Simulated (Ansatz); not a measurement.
How far to go with the k-point mesh at a smearing width of 0.3 eV: Ag (Fm-3m, 1 atom in the cell)

```
CELL_PARAMETERS angstrom
      0.00000     2.05523     2.05523
      2.05523     0.00000     2.05523
      2.05523     2.05523     0.00000
ATOMIC_POSITIONS crystal
  Ag 0.00000 0.00000 0.00000
```

Computed with PBE (plane waves, PAW; Ansatz, a quantum-chemistry and plane-wave program).

Base settings: basis.ecutwfc = 420 eV; kpoints.mp_grid.grid = 14 14 14; hamiltonian.xc = pbe; hamiltonian.pseudopotentials = {kind: paw} (the program's default PAW files); scf.occupations.method = fermi_dirac; scf.occupations.width = 0.1 eV.

In this ladder: scf.occupations.width = 0.3 eV.

Only quantities that move along the ladder and can be compared are tabulated.

The count of work is k-points × plane waves × bands × iterations; it is no time. 

The starting cell has typed, rounded lattice constants, without a prior relaxation at this level. Its lattice was rescaled by up to half a per cent. Ansatz's pressure includes its estimate of the finite-basis (Pulay) stress.

Steps (kpoints.mp_grid.grid): 5 5 5; 6 6 6; 7 7 7; 9 9 9; 10 10 10; 12 12 12; 15 15 15; 18 18 18; 22 22 22; 27 27 27; 33 33 33.

**Question.** What is the coarsest kpoints.mp_grid.grid that holds the free energy within 0.5 meV/atom of the last step, with all finer ones?

**Answer.** 15 15 15, at 0.12 of the last step's count of work; the step before is off by 0.78 meV/atom.

**Question.** What is the coarsest kpoints.mp_grid.grid that holds the pressure within 0.1 GPa of the last step, with all finer ones?

**Answer.** 12 12 12, at 0.074 of the last step's count of work; the step before is off by 0.13 GPa.

| kpoints.mp_grid.grid | free energy less the last step's (meV/atom) | pressure (GPa) | count of work / last |
|---|---|---|---|
| 5 5 5 | -99.28 | 1.78 | 0.010 |
| 6 6 6 | 43.83 | 3.64 | 0.017 |
| 7 7 7 | -28.22 | 2.48 | 0.021 |
| 9 9 9 | -7.01 | 2.72 | 0.036 |
| 10 10 10 | 4.12 | 3.02 | 0.049 |
| 12 12 12 | 0.78 | 2.94 | 0.074 |
| 15 15 15 | 0.23 | 2.88 | 0.12 |
| 18 18 18 | -0.17 | 2.89 | 0.20 |
| 22 22 22 | -0.05 | 2.89 | 0.34 |
| 27 27 27 | 0.01 | 2.89 | 0.58 |
| 33 33 33 | 0.00 | 2.89 | 1.0 |

Keys are those of Ansatz 0.2.
